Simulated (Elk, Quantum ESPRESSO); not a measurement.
An Elk input for a self-consistent single point of Ca (Fm-3m, 1 atom in the cell) (DFT, PBE, all-electron FP-LAPW, Elk's shipped species files, default APW+lo basis):

```
tasks
  0

xctype
  20

stype
  0

swidth
  0.00734986

maxscl
  100

scale
  1.889726125

avec
    0.0000000000    2.7900000000    2.7900000000
    2.7900000000    0.0000000000    2.7900000000
    2.7900000000    2.7900000000    0.0000000000

sppath
  'species/'

atoms
  1
  'Ca.in'
  1
  0.0000000000  0.0000000000  0.0000000000    0.0 0.0 0.0

ngridk
  8 8 8
```

Q: Give the Quantum ESPRESSO input for the same structure, mesh, smearing and functional.

A: One input that does it (others would too):

```fortran
&CONTROL
   calculation = 'scf',
   outdir = './out',
   pseudo_dir = './',
   tprnfor = .true.,
   tstress = .true.,
/
&SYSTEM
   ibrav = 2,
   celldm(1) = 10.5446717754,
   nat = 1,
   ntyp = 1,
   ecutwfc = 70,
   occupations = 'smearing',
   smearing = 'gauss',
   degauss = 0.0147,
/
&ELECTRONS
   conv_thr = 1.0d-8,
   mixing_beta = 0.7,
/
ATOMIC_SPECIES
Ca    40.0780  Ca.upf
ATOMIC_POSITIONS {crystal}
Ca    0.0000000000    0.0000000000    0.0000000000
K_POINTS {automatic}
8 8 8  0 0 0
```

Basis, cutoffs, solver keys and any potentials are the target program's own. This input uses DFT, PBE, plane waves, PseudoDojo standard norm-conserving (PBE) pseudopotentials.

The starting cell has typed, rounded lattice constants, without a prior relaxation at this level.
